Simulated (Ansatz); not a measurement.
**Hypothetical anti-fluorite Tl2O, pressure series**

The parent structure is Tl$_{2}$O in the anti-fluorite structure (space group Fm-3m, No. 225; a = 6.4314 Å; a hypothetical phase, not in the database extracts checked).

Cell and atoms are relaxed at each pressure.

The values are results of plane-wave PAW DFT at the PBEsol level (Ansatz, an electronic-structure program, 420 eV), spin-orbit coupling left out, not measurements.

Two rows of this table had their results exchanged by mistake.

```tsv
pressure	volume per atom (Å³)	shortest distance (Å)	band gap
pressure −2 GPa	23.21	2.828	zero
pressure −1 GPa	22.65	2.805	zero
pressure 0.3 GPa	22.04	2.780	zero
pressure 0.7 GPa	21.86	2.772	zero
pressure 1.5 GPa	21.54	2.758	zero
pressure 3 GPa	21.01	2.735	zero
pressure 5 GPa	19.19	2.654	zero
pressure 7.5 GPa	19.75	2.680	zero
pressure 10 GPa	20.40	2.709	zero
```

Task: Which two?

Result: The rows for pressure 5 GPa and pressure 10 GPa: the volume has to fall steadily with pressure, so 20.40 Å³ belongs to pressure 5 GPa and 19.19 Å³ to pressure 10 GPa.

Spin-orbit coupling, missing from the scalar runs, can matter with Tl. Load acts through the strain it causes; cell and atoms are relaxed under it. No phonon test of stability was made. No other phases were tried under pressure. All final runs are without spin polarisation. The zero or small gap of Tl2O can change with the level of theory.
